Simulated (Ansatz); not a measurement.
**CdSe, response to strain**

Consider CdSe in the wurtzite structure (space group P6_3mc, No. 186).

```yaml
crystal:
  lattice:
    - [4.38279, 0.00000, 0.00000]
    - [-2.19140, 3.79561, 0.00000]
    - [0.00000, 0.00000, 7.15437]
  atoms:
    - { symbol: Cd, position: [0.33333, 0.66667, 0.00013] }
    - { symbol: Cd, position: [0.66667, 0.33333, 0.50013] }
    - { symbol: Se, position: [0.33333, 0.66667, 0.37587] }
    - { symbol: Se, position: [0.66667, 0.33333, 0.87587] }
```

Cartesian axes are those of the cell as printed.

Strains are applied to the cell and any free atomic positions relax; under biaxial strain the out-of-plane vector relaxes too.

Level of theory: PBE (Ansatz, an electronic-structure program; PAW; 420 eV plane waves; scalar-relativistic without spin-orbit coupling).

Notes on the quantities. in-plane stress: mean in-plane stress (compression positive).

```json
[
 {"case": "base", "in-plane stress": "–", "band gap": "0.54 eV", "ratio −ε⊥/ε∥": "–"},
 {"case": "biaxial strain −3.00 %, plane normal [001], relaxed out of plane", "in-plane stress": "+2.4 GPa", "band gap": "0.49 eV", "ratio −ε⊥/ε∥": "0.85"},
 {"case": "biaxial strain −2.40 %, plane normal [001], relaxed out of plane", "in-plane stress": "+1.9 GPa", "band gap": "0.51 eV", "ratio −ε⊥/ε∥": "0.85"},
 {"case": "biaxial strain −1.80 %, plane normal [001], relaxed out of plane", "in-plane stress": "+1.4 GPa", "band gap": "0.52 eV", "ratio −ε⊥/ε∥": "0.84"},
 {"case": "biaxial strain −1.20 %, plane normal [001], relaxed out of plane", "in-plane stress": "+0.9 GPa", "band gap": "0.53 eV", "ratio −ε⊥/ε∥": "0.85"},
 {"case": "biaxial strain −0.60 %, plane normal [001], relaxed out of plane", "in-plane stress": "[?]", "band gap": "0.54 eV", "ratio −ε⊥/ε∥": "–"}
]
```

Fill in the withheld entries from the trend.


- biaxial strain −0.60 %, plane normal [001], relaxed out of plane, in-plane stress: +0.5 GPa

Whether these cells are dynamically stable was not tested.
